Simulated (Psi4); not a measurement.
Psi4 1.11, BP86/def2-svp: Ta(OMe)(SH)4 (C[O][Ta]([SH])([SH])([SH])[SH]), 14 atoms. The geometry is a generated start, not checked to be a minimum at this level.

```yaml
task: energy
method: bp86
basis: def2-svp
memory: 3 GB
maxiter: 100
keys_of_the_molecule_block: symmetry c1
scf_type: df (default)
guess: auto, which took SAD (default)
scf_initial_accelerator: adiis (default)
e_convergence: 1e-06 (default)
d_convergence: 1e-06 (default)
dft_radial_points: 75 (default)
dft_spherical_points: 302 (default)
effective_core_potentials: those of the basis set, past Kr
basis_functions: 167
grid_points: 298731
```

```xyz
14

Ta     0.6537     0.4563     0.2213
O     -0.6585    -0.5064    -0.4785
C     -1.6764    -1.2520    -1.0022
H     -2.5243    -0.6012    -1.2500
H     -1.3368    -1.7670    -1.9108
H     -2.0095    -1.9993    -0.2696
S      2.5196     1.5967     1.2044
H      2.9961     0.7529     2.1013
S      1.2127     1.4762    -1.9340
H      0.0738     1.2249    -2.5612
S      1.4453    -1.5595     1.4152
H      0.4689    -2.4014     1.1052
S     -0.9888     1.8938     1.3408
H     -0.1757     2.6860     2.0181
```

Charge 0 and multiplicity 1 are set for this test and not shown to be the ground state.

One run each on 2 threads. Values of diis_max_vecs tried: 3, 6, 10 (default), 20.

Question: How does the count of SCF iterations change with diis_max_vecs, and where is it least?

Answer: Fewest SCF iterations, within one of each other: 6 with 12, 10 (default) with 12, 20 with 12. The run ends without SCF convergence in 100 iterations at 3.

| diis_max_vecs | SCF iterations | end |
|---|---|---|
| 3 | 100 | no convergence |
| 6 | 12 | same solution |
| 10 (default) | 12 | same solution |
| 20 | 12 | same solution |
